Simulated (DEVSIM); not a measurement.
**abrupt GaAs n-p junction**

Structure: abrupt GaAs n-p junction, at 350 K.

```tsv
layer (left to right)	material	thickness (μm)	Nd (cm⁻³)	Na (cm⁻³)	τn (s)	τp (s)
1	GaAs	0.570	5.4e16	-	2.8e-9	2.8e-9
2	GaAs	150	-	1e15	8.4e-11	2.8e-9
```

Left contact: ohmic. Right contact: ohmic. Voltage is applied to the left contact. Recombination: SRH at mid-gap, radiative, Auger. Mobility is μmin + (μ − μmin)/(1 + (N/Nref)^α).

The device is made up for the run: typed textbook-type constants, with dimensions and the other settings drawn at random. Values at 300 K; Nc and Nv go as T^1.5, mobilities as T to minus their exponent, the gap by Varshni's rule with the affinity fixed.

| parameter | GaAs |
|---|---|
| gap (eV) | 1.424 |
| affinity (eV) | 4.07 |
| permittivity | 12.9 |
| Nc (cm⁻³) | 4.7e17 |
| Nv (cm⁻³) | 9e18 |
| μn (cm²/Vs) | 8500 |
| μp (cm²/Vs) | 400 |
| μn,min | 500 |
| μp,min | 20 |
| Nref,n | 6e16 |
| Nref,p | 1.5e17 |
| αn | 0.39 |
| αp | 0.38 |
| T exponent of μn | 2.1 |
| T exponent of μp | 2.2 |
| B (cm³/s) | 2e-10 |
| Cn (cm⁶/s) | 1e-30 |
| Cp (cm⁶/s) | 1e-30 |
| Varshni α (eV/K) | 0.000541 |
| Varshni β (K) | 204 |

DEVSIM, 1D drift-diffusion, Boltzmann statistics, complete ionisation; no tunnelling, impact ionisation, image-force lowering or self-heating.

The potential step across the device at zero bias comes out as 1.047 V and the largest field in the device at zero bias comes out as 19000 V/cm. The dark forward voltage at 1 A/cm² is 1.127 V.

Dark reverse current:

```tsv
V (V)	J (A/cm²)
0.40	4.8e-7
1.00	8.8e-7
2.00	1.4e-6
3.00	1.8e-6
4.00	2.2e-6
6.00	2.8e-6
8.00	3.3e-6
10.00	3.7e-6
13.00	4.3e-6
16.00	4.9e-6
20.00	5.5e-6
```

Dark forward current:

(V (V), J (A/cm²)): (-0.05, -3.6e-7); (-0.15, -3.8e-6); (-0.25, -2.4e-5); (-0.35, -0.00015); (-0.45, -0.00093); (-0.55, -0.0064); (-0.65, -0.043); (-0.75, -0.17); (-0.85, -0.36); (-0.95, -0.58); (-1.00, -0.70); (-1.10, -0.94); (-1.20, -1.2); (-1.30, -1.4); (-1.40, -1.7); (-1.50, -1.9); (-1.60, -2.2); (-1.70, -2.5); (-1.80, -2.7); (-1.90, -3.0)
